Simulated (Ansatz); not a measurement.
## What uniaxial strain ε_yy = +3.51 % does to AlPt3

The reference is AlPt3 (space group P4/mbm, No. 127; a = 5.448 Å, c = 7.848 Å; a cell from a computed database, its experimental status unchecked). Axes: x, y, z lie along a, b, c of the conventional cell.

Modification: uniaxial strain ε_yy = +3.51 %, all other strain components held at zero, atoms relaxed at fixed cell.

Computed with PBEsol, PAW, 420 eV (Ansatz, a first-principles code; no SOC). k-mesh 7×7×5 (Γ-centred); smearing 0.05 eV (Fermi–Dirac).

The volume per atom increases by 0.51 Å³ to 15.07 Å³ and the space group goes from P4/mbm (No. 127) to Pbam (No. 55). The energy goes up by 19 meV/atom and the band gap is still zero. The largest internal atomic displacement is 0.015 Å and the stress (xx, yy, zz, yz, xz, xy; compression positive) amounts to (-4.9, -11.2, -6.4, 0.0, 0.0, 0.0) GPa (rough).

Final structure:

```xyz
16
Lattice="5.4483 0.0000 0.0000 0.0000 5.6396 0.0000 0.0000 0.0000 7.8475" Properties=species:S:1:pos:R:3 pbc="T T T"
Al     2.7242     0.0000     1.8662
Al     2.7242     0.0000     5.9813
Al     0.0000     2.8198     1.8662
Al     0.0000     2.8198     5.9813
Pt     1.2818     4.1509     0.0000
Pt     4.1665     1.4886     0.0000
Pt     1.4423     1.3311     0.0000
Pt     4.0060     4.3084     0.0000
Pt     0.0000     0.0000     1.9894
Pt     0.0000     0.0000     5.8582
Pt     2.7242     2.8198     5.8582
Pt     2.7242     2.8198     1.9894
Pt     3.7738     1.1051     3.9238
Pt     1.6745     4.5345     3.9238
Pt     4.3987     3.9249     3.9238
Pt     1.0497     1.7147     3.9238
```

Without a gap, meshes like the base's 7×7×5 leave anisotropic stresses uncertain by several tenths of a GPa, and small strain energies with them. Whether these cells are dynamically stable was not tested. All final runs are without spin polarisation.
